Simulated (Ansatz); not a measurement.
# What Sn → Si does to ZnSnO3

The reference is ZnSnO3 (space group R-3, No. 148; a = 5.308 Å, c = 14.025 Å (hexagonal axes); a cell from a computed database, its experimental status unchecked).

One thing is altered: full substitution Sn → Si, then cell and atoms are relaxed.

Calculations: PBEsol (Ansatz, an electronic-structure program, PAW, spin-orbit coupling left out). k-mesh 8×8×8 (Γ-centred); smearing 0.05 eV (Fermi–Dirac).

```csv
quantity,base,changed,shift
volume per atom,11.41 Å³,9.00 Å³,-2.41 Å³
density,6.76 g/cm³,5.22 g/cm³,-1.54 g/cm³
lattice parameter a,5.308 Å,4.759 Å,-0.549 Å
c/a ratio,2.642,2.892,+0.2493
space group,R-3 (No. 148),R-3 (No. 148),–
shortest interatomic distance,2.024 Å,1.778 Å,-0.246 Å
band gap,1.44 eV,3.91 eV,+2.47 eV
gap character,"indirect, k = (0, 0.125, 1/4) in the run's primitive reciprocal basis → Γ","indirect, k = (0, 0, 1/4) in the run's primitive reciprocal basis → Γ",–
width of the top valence band,0.27 eV,0.35 eV,+0.08 eV
electron mass,0.19 mₑ (at Γ),"0.29 mₑ along c, 0.36 mₑ across (at Γ)",–
```

Cost of the whole job for the changed cell (relaxation, final SCF and bands): roughly 5 core-minutes.

Effective masses come from finite differences of ±0.01 Å⁻¹. No phonon test of stability was made. For ZnSiO3 in this form, whether it has been made was not checked.
